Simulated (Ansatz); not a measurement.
Results of PBEsol (PAW; Ansatz, a quantum-chemistry and plane-wave program) for GeSe2 (Fdd2, No. 43; cell taken from a computed entry).

Numerical settings: plane-wave cutoff 500 eV, 6×6×6 k mesh, gaussian smearing 0.02 eV, scalar-relativistic PAW data made under PBE.

Computed at the level's own relaxed cell.

Task: Estimate the volume per atom and band gap that the calculation returns.

Result: 
* **volume per atom**: 28.89 Å³/atom
* **band gap**: 1.40 eV (on the SCF k mesh)

Note: the relaxation could not lower the start's symmetry, so the cell can be a saddle point above a distorted one.

Spin–orbit coupling is not included.

Computed values are for the static lattice.
